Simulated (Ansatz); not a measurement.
Phonon-limited resistivity of HfB2 (P6/mmm) against temperature in μΩ·cm, PBEsol, DFPT electron-phonon coupling, linearised Boltzmann equation (Ansatz, an electronic-structure program), harmonic crystal at a fixed cell. x, y and z are the axes of this cell:
```
HfB2
1.0
    3.12697     0.00000     0.00000
   -1.56349     2.70804     0.00000
    0.00000     0.00000     3.44777
Hf B
1 2
Cartesian
  0.00000   0.00000   0.00000
  0.00000   1.80536   1.72388
  1.56349   0.90268   1.72388
```

```csv
T,"ρ (x, y)",ρ (z)
50 K,0.062,0.070
77 K,0.30,0.35
100 K,0.59,0.70
150 K,1.34,1.62
200 K,2.2,2.7
250 K,3.3,4.0
273 K,3.8,4.7
300 K,(withheld),5.5
350 K,5.5,6.9
400 K,6.7,(withheld)
500 K,9.0,(withheld)
600 K,11.3,14.1
800 K,15.7,19.7
```

Question: Some entries are withheld; supply them.

Answer: 
- 300 K, ρ (x, y): 4.4
- 400 K, ρ (z): 8.4
- 500 K, ρ (z): 11.3

A metal at this level (no band gap). Only scattering by harmonic phonons is included (no impurities, grain boundaries, electron-electron scattering or thermal expansion). Spin-orbit coupling is left out, which matters with elements this heavy. The run warned that the eigensolver left some states short of its tolerance. Halving the electron mesh (32x32x24) moves the resistivity by up to 5 %. Smearing 0.20 eV; phonons on a 5x5x4 q mesh, which this run doesn't test and which matters most at low temperature.
